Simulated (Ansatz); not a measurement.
The starting structures come from a database of crystals and need not be the phases stable at ambient conditions.

## Evanescent states of BP (P6_3mc, wurtzite, not sure to be the ambient phase, 4 atoms a cell, 11.6 Å³ an atom) along the normal of (110)

The numbers are results of r2SCAN (plane waves, PAW; Ansatz, a first-principles code), not measurements.

The gap is the functional's own, uncorrected, and κ follows it; spin-orbit coupling is left out. Mid-gap means the computed energy nearest the middle.

Energies count from the valence-band top; κ is the least over a 6×6 mesh across the current.

```csv
E (eV),κ (1/Å),where
0.04,0.042,Γ
0.10,0.072,Γ
0.17,0.093,Γ
0.24,0.109,Γ
0.32,0.122,Γ
0.39,0.134,Γ
0.46,0.145,Γ
0.53,0.154,Γ
0.59,0.149,Γ
0.67,0.142,Γ
0.73,0.136,Γ
0.81,0.129,Γ
0.88,0.121,Γ
0.94,0.112,Γ
1.01,0.103,Γ
1.08,0.093,Γ
1.16,0.055,Γ
```

Task: How thick must the barrier be to attenuate the transmission by 10^6 when the electrodes' Fermi level lies at 1.16 eV, and what attenuation does that film give at 0.59 eV?

Result: d = 6 ln 10 / (2 × 0.055) = 125.6 Å. At 0.59 eV it gives 6 × 0.149/0.055 = 16.3 decades.
